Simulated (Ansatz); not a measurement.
A working Ansatz (a quantum-chemistry and plane-wave program) input for CeCrO3 (R-3, 10 atoms in the cell) (DFT, PBE, plane waves, default PAW files):

Ansatz 0.2 input:
```yaml
# CeCrO3
crystal:
  lattice:
    - [2.751723, 1.588708, 5.078139]
    - [-2.751723, 1.588708, 5.078139]
    - [0.000000, -3.177417, 5.078139]
  atoms:
    - { symbol: Ce, position_ang: [-0.000000, -0.000000, 5.413855], spin: 1.0 }
    - { symbol: Ce, position_ang: [-0.000000, -0.000001, 9.820562], spin: 1.0 }
    - { symbol: O, position_ang: [-0.937650, -1.775652, 8.811485] }
    - { symbol: O, position_ang: [2.006584, 0.075797, 8.811485] }
    - { symbol: O, position_ang: [-1.068934, 1.699854, 8.811485] }
    - { symbol: O, position_ang: [0.937650, 1.775651, 6.422932] }
    - { symbol: O, position_ang: [-2.006584, -0.075798, 6.422932] }
    - { symbol: O, position_ang: [1.068934, -1.699855, 6.422932] }
    - { symbol: Cr, position_ang: [-0.000000, -0.000000, 2.230319], spin: 3.0 }
    - { symbol: Cr, position_ang: [0.000000, -0.000001, 13.004098], spin: 3.0 }
basis:
  ecutwfc: 420.0
kpoints:
  mp_grid: { grid: [5, 5, 5] }
hamiltonian:
  xc: pbe
  pseudopotentials: { kind: paw }
magnetization:
  spin_polarized: true
scf:
  occupations: { method: cold, width: 0.05 }
output:
  forces: true
  eigenvalues: true
  stress: true
```

The run converged in 30 iterations: free energy E − TS (on the zero of these files) -23320.4768 eV; Fermi level (on the code's own zero) 12.61 eV; pressure 1.90 GPa; largest force (vector length) 1.008 eV/Å; size of the cell's spin moment 8.00 μB. Each of these slips is then made, one at a time:

(1)
```diff
-  occupations: { method: cold, width: 0.05 }
+  occupations: { method: marzari, width: 0.05 }
```

(2)
```diff
-  mp_grid: { grid: [5, 5, 5] }
+  mp_grid: { grid: [1, 1, 1] }
```

Question: What happens in each case?

Answer: 
(1) A value that the program does not know. The program stopped before any SCF iteration.
```
Error: YAML parse error: error: line 28 column 26: unknown occupation method `marzari` (expected fermi_dirac | gaussian | methfessel_paxton | cold | fixed | tetrahedron | tetrahedron_uncorrected | explicit)
  --> <input>:28:26
   |
26 |   spin_polarized: true
27 | scf:
28 |   occupations: { method: marzari, width: 0.05 }
   |                        [...]
```

(2) A single k-point for a small metallic cell. The run converged in 52 iterations without an error; against the sound input the free energy rises by 112 meV/atom, the pressure goes from 1.90 to 4.80 GPa, the largest force goes from 1.008 to 1.148 eV/Å and the size of the net moment stays at 0.80 μB/atom.

The starting cell was generated: these elements placed on a structure prototype, without a prior relaxation; it need not be a known phase or ordering of this composition. The magnetic order is the one reached from the typed start; others were not searched systematically. With U or open f shells several self-consistent states can exist. The f electrons are in the valence without U or exact exchange, which can misplace them near the Fermi level. Spin-orbit terms, which matter for f shells, are left out. In the base run, forces exceed 1 eV/Å. Ansatz's pressure includes its estimate of the finite-basis (Pulay) stress.

Left out of this page: 3 runs of the series with a known weakness of the program.
